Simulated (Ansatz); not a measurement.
The starting structures come from a database of crystals and need not be the phases stable at ambient conditions.

 Where the default PAW files enter, the runs use the earlier of Ansatz's two default sets.

Tunnelling through a barrier is set by its complex band structure: the current falls as exp(−2κd) with the smallest κ.

Input:

```yaml
crystal:
  lattice:
    - [4.43720, 0.00000, 0.00000]
    - [-2.21860, 3.84273, 0.00000]
    - [0.00000, 0.00000, 7.61485]
  atoms:
    - { symbol: Ba, position: [0.00000, 0.00000, 0.00000] }
    - { symbol: Cd, position: [0.66667, 0.33333, 0.36969] }
    - { symbol: Cd, position: [0.33333, 0.66667, 0.63031] }
    - { symbol: P, position: [0.66667, 0.33333, 0.73157] }
    - { symbol: P, position: [0.33333, 0.66667, 0.26843] }
```

Space group of this cell: P-3m1. The cell is taken as given.

Transport runs along the normal of the first two printed cell vectors, the (001) plane of the conventional cell.

No gap correction and no spin-orbit coupling; mid-gap values are interpolated between computed energies.

### Question
Predict the band gap and the smallest decay constant κ at mid-gap from r2SCAN in Ansatz (a program for electronic structure).

### Answer
Gap 1.09 eV on a 12×12×4 mesh; κ = 0.102 1/Å, at the zone centre.
